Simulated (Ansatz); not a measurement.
System: CsCl-type PdIn. Method: LC-ωPBE in Ansatz (plane waves, PAW).

Run with plane-wave cutoff 460 eV, 8×8×8 k mesh, Fermi–Dirac smearing 0.05 eV, scalar-relativistic PAW data made under PBE.

Cell (relaxed at this level):

```yaml
crystal:
  lattice:
    - [3.22514, 0.00000, 0.00000]
    - [0.00000, 3.22514, 0.00000]
    - [0.00000, 0.00000, 3.22514]
  atoms:
    - { symbol: In, position: [0.50000, 0.50000, 0.50000] }
    - { symbol: Pd, position: [0.00000, 0.00000, 0.00000] }
```

Question: What does this level give for the bulk modulus and pressure derivative B′ of the bulk modulus?

Answer: 
- bulk modulus = 161 GPa
- pressure derivative B′ of the bulk modulus = 4.9

Spin–orbit coupling is not included.

Static lattice: no zero-point or thermal effects.

Computing time: around 24 core-minutes (rough).

Ansatz is a first-principles code.
